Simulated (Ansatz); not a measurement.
Pressure series in AlRu

Take AlRu in the CsCl type structure (space group Pm-3m, No. 221; a = 2.976 Å) as the base.

Cell and atoms are relaxed at each pressure.

Computed with DFT with PBEsol, PAW potentials and a 420 eV plane-wave cutoff in Ansatz (an electronic-structure program), no spin-orbit coupling.

Notes on the quantities. enthalpy: H = E + PV relative to the base's energy.

```tsv
change	shortest interatomic distance	enthalpy
base	2.578 Å	–
pressure −2 GPa	2.586 Å	-0.17 eV/atom
pressure −1 GPa	…	-0.08 eV/atom
pressure 0.9 GPa	2.574 Å	+0.07 eV/atom
pressure 2.1 GPa	2.570 Å	+0.17 eV/atom
pressure 4.5 GPa	2.561 Å	+0.37 eV/atom
pressure 9 GPa	2.545 Å	+0.73 eV/atom
pressure 15 GPa	2.527 Å	+1.20 eV/atom
pressure 22.5 GPa	2.505 Å	+1.77 eV/atom
pressure 30 GPa	…	+2.33 eV/atom
```

Q: What belongs in the blanks?

A: 
- pressure −1 GPa, shortest interatomic distance: 2.582 Å
- pressure 30 GPa, shortest interatomic distance: 2.486 Å

Load acts through the strain it causes; cell and atoms are relaxed under it. Stability against distortions was not tested. No other phases were tried under pressure. All final runs are without spin polarisation.
